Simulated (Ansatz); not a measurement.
The parent structure is ZnS in the wurtzite structure (space group P6_3mc, No. 186; a = 3.8062 Å, c = 6.2448 Å).

Levels (all Ansatz, a first-principles code, PAW): r2SCAN (500 eV, no SOC); HSE06 (420 eV, no spin-orbit coupling).

Levels that relaxed their own cell: r2SCAN.

| level | band gap |
|---|---|
| r2SCAN | 2.78 eV |
| HSE06 | 3.44 eV |

Measured: band gap 3.91 eV (temperature not stated; as listed in Mehmet Aras, Çetin Kılıç, The Journal of Chemical Physics (2014)).

Computed minus measured — band gap: r2SCAN -1.13 eV, HSE06 -0.47 eV (closest: HSE06). Measured values not marked as corrected hold thermal and zero-point effects that the static-lattice runs lack. A measured gap can be an optical one, lowered by exciton binding.

Single points use the geometry relaxed with r2SCAN. Whether these cells are dynamically stable was not tested.
